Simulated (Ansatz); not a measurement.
Seebeck coefficient (μV/K, mean over directions) of p-type MgS (Fm-3m) against carrier density, HSE06, rigid bands in Ansatz (a first-principles code). Computed gap 3.83 eV; densities at which minority carriers matter at this gap, or further valleys turn the trend, are left out. Conductivity mass 0.95 mₑ (harmonic mean over directions), N_v = 1.7e20 cm⁻³ at 300 K.

| hole density | 300 K | 500 K |
|---|---|---|
| 1e16 cm⁻³ | 1046 | 1109 |
| 1e17 cm⁻³ | 847 | 911 |
| 1e18 cm⁻³ | 649 | 712 |
| 3e18 cm⁻³ | 554 | 617 |
| 1e19 cm⁻³ | … | 514 |
| 3e19 cm⁻³ | 357 | 420 |
| 1e20 cm⁻³ | … | … |
| 3e20 cm⁻³ | 170 | 227 |
| 1e21 cm⁻³ | 91 | 137 |

Some entries are withheld; supply them.


- 1e19 cm⁻³, 300 K: 451
- 1e20 cm⁻³, 300 K: 256
- 1e20 cm⁻³, 500 K: 317

Rigid bands with a gap fixed in temperature, one relaxation time for all states, no polarons or phonon drag, and whether or not such doping can be reached. Spin-orbit coupling is left out; where it splits the top of the valence band, N_v and the p-type Seebeck coefficient come out somewhat high without it. Geometry: cell and atoms relaxed with PBEsol.
